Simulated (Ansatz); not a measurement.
The starting structures come from a database of crystals and need not be the phases stable at ambient conditions.

Tunnelling through a barrier is set by its complex band structure: the current falls as exp(−2κd) with the smallest κ.

Input:

```xyz
12
Lattice="3.3202 0.0000 0.0000 0.0000 5.5201 0.0000 0.0000 0.0000 6.5892" Properties=species:S:1:pos:R:3 pbc="T T T"
Zr     2.4901     4.1486     0.7144
Zr     0.8300     1.3715     5.8748
Zr     0.8300     4.1316     4.0090
Zr     2.4901     1.3885     2.5802
O      0.8300     5.3988     2.2453
O      2.4901     0.1213     4.3439
O      2.4901     2.8814     5.5400
O      0.8300     2.6387     1.0493
O      0.8300     4.7514     6.0851
O      2.4901     0.7687     0.5041
O      2.4901     3.5288     2.7905
O      0.8300     1.9913     3.7987
```

Space group of this cell: Pnma. The cell is strained (lengths across the current scaled by 0.98, ions clamped); by r2SCAN its mean pressure is 1.6 GPa.

Transport runs along the normal of the first two printed cell vectors.

The gap is the functional's own, uncorrected, and κ follows it; spin-orbit coupling is left out. Mid-gap values are interpolated between the computed energies.

Task: Compute, with r2SCAN (Ansatz, a quantum-chemistry and plane-wave program), the band gap and the smallest decay constant κ at mid-gap.

Result: Gap 3.45 eV on a 10×6×6 mesh; κ = 0.435 1/Å, at the zone centre.
